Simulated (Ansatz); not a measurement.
The parent structure is Cu in the fcc (Cu type) structure (space group Fm-3m, No. 225; a = 3.564 Å; relaxed with 0.1 eV smearing). Axes: x, y, z lie along the cube axes.

The values are results of plane-wave PAW DFT at the PBEsol level (Ansatz, a program for electronic structure, 420 eV), scalar-relativistic without spin-orbit coupling, not measurements.

The change: biaxial strain −2.00 %, plane normal [001], relaxed out of plane (Cartesian); in-plane vectors clamped, the third vector and the atoms free.

**Question.** What happens to the energy relative to the base and ratio −ε⊥/ε∥?

**Answer.** The energy rises by 4.9 meV/atom; the ratio −ε⊥/ε∥ amounts to 1.36.

Stability against distortions was not tested. All final runs are without spin polarisation.
